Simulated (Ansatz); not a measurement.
For ZrSi (model structure, started from the NiAs type, P6₃/mmc, No. 194, 4 atoms in the cell), PBE (PAW; Ansatz, a quantum-chemistry and plane-wave program) gives:

equilibrium lattice constant a: 3.741 Å
lattice parameter c: 6.827 Å

**Question.** What does PBE-D3(BJ) (Ansatz, PAW) give for the same quantities?

**Answer.** 
- lattice constant a: 3.683 Å (decreases by 1.6 %)
- lattice parameter c: 6.807 Å (falls by 0.3 %)

Changes are worked out from the printed values.

Unless a cell is named, each level is at its own relaxed cell (PBE 20.68, PBE-D3(BJ) 19.99 Å³/atom).

Ansatz's density-functional and Hartree–Fock values are scalar-relativistic unless marked +SOC, with PAW data made under PBE.

A model structure was made by putting elements into a prototype or built by hand; it is no filed structure, need not be a known phase, and can be a saddle point held by its symmetry.
